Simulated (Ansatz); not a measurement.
A computed series for ZnS: response to strain

The reference is ZnS in the zinc blende structure (space group F-43m, No. 216).

```
CELL_PARAMETERS angstrom
      0.00000     2.67833     2.67833
      2.67833     0.00000     2.67833
      2.67833     2.67833     0.00000
ATOMIC_POSITIONS crystal
  S  0.75000 0.75000 0.75000
  Zn 0.00000 0.00000 0.00000
```

Cartesian axes are those of the cell as printed.

Strains are applied to the cell and any free atomic positions relax; under biaxial strain the out-of-plane vector relaxes too; under stress the whole cell relaxes.

Calculations: PBEsol in Ansatz (plane waves to 420 eV, PAW, spin-orbit coupling left out).

Notes on the quantities. pressure: mean of the normal stresses, compression positive.

```json
[
 {"variant": "base", "pressure": "-0.1 kbar", "band gap": "2.09 eV", "gap character": "direct at Γ"},
 {"variant": "biaxial strain −0.83 %, plane normal [001], relaxed out of plane", "pressure": "?", "band gap": "2.09 eV", "gap character": "direct at Γ"},
 {"variant": "biaxial strain +1.12 %, plane normal [001], relaxed out of plane", "pressure": "-6.8 kbar", "band gap": "1.99 eV", "gap character": "direct at Γ"},
 {"variant": "biaxial strain +1.49 %, plane normal [111], relaxed out of plane", "pressure": "-15.3 kbar", "band gap": "1.91 eV", "gap character": "direct at Γ"},
 {"variant": "isotropic strain −5.42 %", "pressure": "191.1 kbar", "band gap": "2.73 eV", "gap character": "indirect, Γ → X"},
 {"variant": "uniaxial strain ε_zz = −0.18 %", "pressure": "?", "band gap": "2.09 eV", "gap character": "direct at Γ"},
 {"variant": "tensor shear ε_xy = −1.38 %", "pressure": "0.0 kbar", "band gap": "2.00 eV", "gap character": "direct at Γ"},
 {"variant": "tensor shear ε_xz = +0.48 %", "pressure": "-0.1 kbar", "band gap": "2.06 eV", "gap character": "direct at Γ"},
 {"variant": "tensor shear ε_xz = −0.79 %", "pressure": "-0.1 kbar", "band gap": "2.04 eV", "gap character": "direct at Γ"},
 {"variant": "uniaxial stress, 0.5 GPa tension along x", "pressure": "–", "band gap": "2.06 eV", "gap character": "direct at Γ"}
]
```

Question: Complete the table.

Answer: 
- biaxial strain −0.83 %, plane normal [001], relaxed out of plane, pressure: 5.3 kbar
- uniaxial strain ε_zz = −0.18 %, pressure: 1.3 kbar

Beyond what the load breaks, stability against distortions was not tested. k-point labels follow each cell's own Brillouin zone.

Ansatz is a program for electronic structure.
